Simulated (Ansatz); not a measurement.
Base system: MgO in the rock salt structure (space group Fm-3m, No. 225).

MgO is modelled in the cubic space group Fm-3m (No. 225), the rock salt structure, Pearson symbol cF8. Cell: a = b = c = 4.214 Å, α = β = γ = 90.00°. Mg on 4a has 6 O at 2.107 Å (octahedral). O on 4b is coordinated by 6 Mg at 2.107 Å (octahedral). (Neighbours: up to the widest gap in distance over summed covalent radii, below 1.35, at either atom; cation-cation and far metal-metal contacts left out.)
(The calculation used a cell of 2 atoms; values per cell refer to that cell.)

Levels (all Ansatz, a quantum-chemistry and plane-wave program, PAW): PBEsol (420 eV, scalar-relativistic without spin-orbit coupling); HSE06 (420 eV, no spin-orbit coupling).

The geometry is relaxed with PBEsol.

```
Item               Value
---------------  -------
PBEsol band gap  4.62 eV
```

What does HSE06 give at this geometry for the band gap?

The band gap rises by 1.85 eV to 6.47 eV.

Single points use the geometry relaxed with PBEsol. No phonon test of stability was made. The base started in Pnma and relaxed to Fm-3m at this level.
